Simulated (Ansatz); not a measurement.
**Response to strain in W**

Consider W in the bcc (W type) structure (space group Im-3m, No. 229; a = 3.169 Å; relaxed with 0.1 eV smearing). Axes: x, y, z lie along the cube axes.

Strains are applied to the cell and any free atomic positions relax; under biaxial strain the out-of-plane vector relaxes too.

Calculations: plane-wave PAW DFT at the r2SCAN level (Ansatz, a first-principles code, 500 eV), without spin-orbit coupling.

Notes on the quantities. energy relative to the base: free energy F; pressure: mean of the normal stresses, compression positive.

```tsv
change	shortest interatomic distance	energy relative to the base	pressure	space group
base	5.186 bohr	0 meV/atom	0.0 GPa	Im-3m (No. 229)
biaxial strain −0.99 %, plane normal [001], relaxed out of plane	5.165 bohr	+6.0 meV/atom	4.1 GPa	I4/mmm (No. 139)
biaxial strain −0.57 %, plane normal [110], relaxed out of plane	5.156 bohr	+1.9 meV/atom	2.2 GPa	Fmmm (No. 69)
biaxial strain +0.31 %, plane normal [110], relaxed out of plane	5.183 bohr	+0.5 meV/atom	-1.2 GPa	Fmmm (No. 69)
biaxial strain −3.36 %, plane normal [111], relaxed out of plane	5.051 bohr	+65 meV/atom	13.3 GPa	R-3m (No. 166)
isotropic strain −3.46 %	5.007 bohr	+190 meV/atom	41.8 GPa	Im-3m (No. 229)
isotropic strain +2.55 %	5.318 bohr	+86 meV/atom	-20.6 GPa	Im-3m (No. 229)
isotropic strain +3.54 %	5.370 bohr	+160 meV/atom	-26.8 GPa	Im-3m (No. 229)
uniaxial strain ε_xx = −0.73 %	5.173 bohr	+1.5 meV/atom	2.4 GPa	I4/mmm (No. 139)
uniaxial strain ε_zz = +0.76 %	5.199 bohr	+1.5 meV/atom	-2.4 GPa	I4/mmm (No. 139)
```

Whether these cells are dynamically stable was not tested. All final runs are without spin polarisation.
